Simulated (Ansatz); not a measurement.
KCSN (Pbcm, No. 57) was calculated with PBEsol in Ansatz (plane waves, PAW).

Settings: plane-wave cutoff 520 eV, 6×6×6 k mesh, Fermi–Dirac smearing 0.01 eV, scalar-relativistic PAW data made under PBE.

Equation-of-state points:

| V (Å³/atom) | E − E_lowest (meV/atom) |
|---|---|
| 19.694 | 1.87 |
| 20.104 | 0.45 |
| 20.514 | 0.00 |
| 20.925 | 0.41 |
| 21.335 | 1.57 |

Estimate the bulk modulus and its pressure derivative from these points.

V0 = 20.515 Å³/atom, B0 = 16.7 GPa, B′ = 5.4 (fit to the energies at full precision).

Shape and atoms are relaxed at each volume.

Note: the bulk modulus comes from volumes at which shape and atoms were relaxed.

Static lattice: no zero-point or thermal effects.

Ansatz is a quantum-chemistry and plane-wave program.
